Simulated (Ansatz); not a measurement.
WSi2, response to strain and stress

Take WSi₂ (space group I4/mmm, No. 139; a = 3.211 Å, c = 7.805 Å; relaxed with 0.1 eV smearing) as the base. Axes: x, y, z lie along a, b, c of the conventional cell.

Strains are applied to the cell and any free atomic positions relax; under biaxial strain the out-of-plane vector relaxes too; under stress the whole cell relaxes.

Level of theory: r2SCAN (Ansatz, an electronic-structure program; PAW; 500 eV plane waves; no SOC).

Candidates:
(a) uniaxial stress, 8 GPa tension along z
(b) biaxial strain −1.64 %, plane normal [001], relaxed out of plane
(c) uniaxial stress, 0.5 GPa compression along z
(d) biaxial strain +0.53 %, plane normal [001], relaxed out of plane

Notes on the quantities. energy relative to the base: free energy F.

**Question.** Order them by energy relative to the base, highest first.

**Answer.** (b) biaxial strain −1.64 %, plane normal [001], relaxed out of plane (+12 meV/atom), (a) uniaxial stress, 8 GPa tension along z (+5.4 meV/atom), (d) biaxial strain +0.53 %, plane normal [001], relaxed out of plane (+1.2 meV/atom), (c) uniaxial stress, 0.5 GPa compression along z (0.0 meV/atom)

Beyond what the load breaks, stability against distortions was not tested. All final runs are without spin polarisation.
